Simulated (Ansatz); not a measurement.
Levels about the gap of amorphous silicon oxynitride (Si24O36N8) (68 atoms in a cell of 920 Å³, 2.46 g/cm³; zone centre alone, so wide bands show as single levels with stretches between that a denser mesh fills), at the geometry that PBE relaxed, where it gives 0.0 GPa on a denser mesh. The participation number counts the atoms over which a state spreads; weights are charges in smoothed Voronoi cells. The levels come from a single point, so bond lengths are those of that geometry. Method of the levels: PBE, scalar-relativistic without spin-orbit coupling (Ansatz, an electronic-structure program). Sampling: the zone centre alone; Fermi-Dirac width 0.02 eV; no spin polarisation. At PBE the levels at the filled edge of the gap are localised (band-tail or defect states), and the nearest spread-out levels lie 4.4 eV apart at the zone centre.

The cell was made by melting and quenching with the CHGNet potential and then relaxed with DFT. O and N atoms were pushed apart under 1.9 Å during the dynamics, to hinder bonds among them. The hot cell started wider than the set density and was brought back towards it in steps. It is the lowest in DFT energy of 2 quenches. It is a model cell: composition and starting density were chosen by hand, and all elements were melted together. No dispersion term was used. Its density started from a set value of 2.36 and ended at 2.46 g/cm³. The quench (nominally 300 K/ps over its main leg) was far faster than any real one, so the model tends to hold more defects than a real film. One small periodic cell is one sample of the glass; other quenches scatter about these values. Volume and shape were free in the relaxation.

```json
[
 {"E - E(highest filled), eV": "-1.97", "filling": "filled", "participation number": "20.4", "largest on": "O, 2 neighbours", "weight N": "0.32", "weight O": "0.61", "weight Si": "0.07"},
 {"E - E(highest filled), eV": "-1.69", "filling": "filled", "participation number": "6.9", "largest on": "O, 2 neighbours", "weight N": "0.47", "weight O": "0.46", "weight Si": "0.07"},
 {"E - E(highest filled), eV": "-1.52", "filling": "filled", "participation number": "8.2", "largest on": "N, 3 neighbours", "weight N": "0.58", "weight O": "0.34", "weight Si": "0.09"},
 {"E - E(highest filled), eV": "-1.51", "filling": "filled", "participation number": "12.1", "largest on": "N, 3 neighbours", "weight N": "0.61", "weight O": "0.31", "weight Si": "0.08"},
 {"E - E(highest filled), eV": "-1.17", "filling": "filled", "participation number": "5.1", "largest on": "N, 3 neighbours", "weight N": "0.65", "weight O": "0.27", "weight Si": "0.08"},
 {"E - E(highest filled), eV": "-0.51", "filling": "filled", "participation number": "2.5", "largest on": "N, 2 neighbours", "weight N": "0.68", "weight O": "0.20", "weight Si": "0.12"},
 {"E - E(highest filled), eV": "0.00", "filling": "filled", "participation number": "2.3", "largest on": "N, 2 neighbours", "weight N": "0.78", "weight O": "0.10", "weight Si": "0.11"},
 {"E - E(highest filled), eV": "2.89", "filling": "empty", "participation number": "20.9", "largest on": "Si, 4 neighbours", "weight N": "0.14", "weight O": "0.45", "weight Si": "0.41"},
 {"E - E(highest filled), eV": "3.84", "filling": "empty", "participation number": "18.1", "largest on": "Si, 4 neighbours", "weight N": "0.12", "weight O": "0.43", "weight Si": "0.45"},
 {"E - E(highest filled), eV": "4.64", "filling": "empty", "participation number": "17.8", "largest on": "Si, 4 neighbours", "weight N": "0.15", "weight O": "0.38", "weight Si": "0.46"},
 {"E - E(highest filled), eV": "4.69", "filling": "empty", "participation number": "17.0", "largest on": "Si, 4 neighbours", "weight N": "0.21", "weight O": "0.28", "weight Si": "0.51"},
 {"E - E(highest filled), eV": "4.88", "filling": "empty", "participation number": "24.7", "largest on": "Si, 4 neighbours", "weight N": "0.14", "weight O": "0.44", "weight Si": "0.42"},
 {"E - E(highest filled), eV": "5.01", "filling": "empty", "participation number": "40.2", "largest on": "Si, 4 neighbours", "weight N": "0.15", "weight O": "0.45", "weight Si": "0.39"},
 {"E - E(highest filled), eV": "5.24", "filling": "empty", "participation number": "30.9", "largest on": "Si, 4 neighbours", "weight N": "0.13", "weight O": "0.42", "weight Si": "0.45"}
]
```

Most localised among these is the filled level at +0.00 eV, on a N atom, which has 2 neighbours (Si 1.63 Å, Si 1.65 Å).
